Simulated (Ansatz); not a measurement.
## Convergence study of the k-point mesh for CaC2 (R3m, 3 atoms in the cell)

```
CELL_PARAMETERS angstrom
      1.93468     1.11699     3.93410
     -1.93468     1.11699     3.93410
      0.00000    -2.23397     3.93410
ATOMIC_POSITIONS crystal
  Ca 0.00424 0.00424 0.00424
  C  0.55291 0.55291 0.55291
  C  0.44709 0.44709 0.44709
```

Method: PBEsol, default PAW files made with PBE (plane waves; Ansatz, a quantum-chemistry and plane-wave program).

Base settings: basis.ecutwfc = 420 eV; kpoints.mp_grid.grid = 8 8 8; hamiltonian.xc = pbesol; hamiltonian.pseudopotentials = {kind: paw} (the program's default PAW files); scf.occupations.method = fermi_dirac; scf.occupations.width = 0.05 eV.

The second cell is the first with its lattice scaled by 0.98.

Only quantities that move along the ladder and can be compared are tabulated.

The count of work is k-points × plane waves × bands × iterations; it is no time. 

The starting cell comes from a database of computed structures (which also holds hypothetical and non-ambient phases and stackings), without a prior relaxation at this level. Its lattice was rescaled by up to half a per cent. One atom was moved a little off its site on purpose. Ansatz's pressure includes its estimate of the finite-basis (Pulay) stress.

Steps (kpoints.mp_grid.grid): 2 2 2; 3 3 3; 4 4 4; 5 5 5; 6 6 6; 7 7 7; 8 8 8; 9 9 9; 10 10 10; 11 11 11; 12 12 12; 13 13 13; 15 15 15; 16 16 16; 18 18 18; 20 20 20; 22 22 22.

Problem. What is the coarsest kpoints.mp_grid.grid that holds the free energy within 0.5 meV/atom of the last step, with all finer ones?

Solution. 4 4 4, at 0.013 of the last step's count of work; the step before is off by 3.4 meV/atom.

Problem. What is the coarsest kpoints.mp_grid.grid that holds the energy of the compressed cell less the first within 1 meV/atom of the last step, with all finer ones?

Solution. 3 3 3, at 0.0059 of the last step's count of work; the step before is off by 7.4 meV/atom.

Problem. What is the coarsest kpoints.mp_grid.grid that holds the pressure within 0.5 GPa of the last step, with all finer ones?

Solution. 3 3 3, at 0.0059 of the last step's count of work; the step before is off by 1.1 GPa.

```csv
kpoints.mp_grid.grid,free energy less the last step's (meV/atom),energy of the compressed cell less the first (meV/atom),pressure (GPa),largest difference of a force vector from the last step's (eV/Å),gap on the mesh (eV),count of work / last
2 2 2,50.43,16.60,-0.23,0.179,2.543,0.0039
3 3 3,3.40,9.86,-1.25,0.031,3.494,0.0059
4 4 4,0.41,9.21,-1.32,0.005,2.594,0.013
5 5 5,0.05,9.21,-1.32,0.001,2.962,0.019
6 6 6,0.01,9.21,-1.32,0.000,2.595,0.031
7 7 7,0.00,9.19,-1.32,0.000,2.789,0.043
8 8 8,-0.01,9.20,-1.32,0.000,2.595,0.063
9 9 9,0.01,9.19,-1.32,0.000,2.715,0.083
10 10 10,0.00,9.19,-1.32,0.000,2.595,0.11
11 11 11,0.00,9.18,-1.32,0.000,2.676,0.14
12 12 12,0.00,9.20,-1.32,0.000,2.595,0.18
13 13 13,0.00,9.19,-1.32,0.000,2.653,0.23
15 15 15,0.00,9.19,-1.32,0.000,2.639,0.34
16 16 16,0.00,9.19,-1.32,0.000,2.595,0.41
18 18 18,0.00,9.19,-1.32,0.000,2.595,0.57
20 20 20,0.00,9.19,-1.32,0.000,2.595,0.76
22 22 22,0.00,9.19,-1.32,0.000,2.595,1.0
```

The energy difference between the two cells stays within 1 meV/atom of the last step's from 3 3 3 on, the total only from 4 4 4 on: much of the error is common to both cells and cancels.

The gap on the mesh jumps up and down from mesh to mesh; it is no smooth measure of convergence.

Keys are those of Ansatz 0.2.
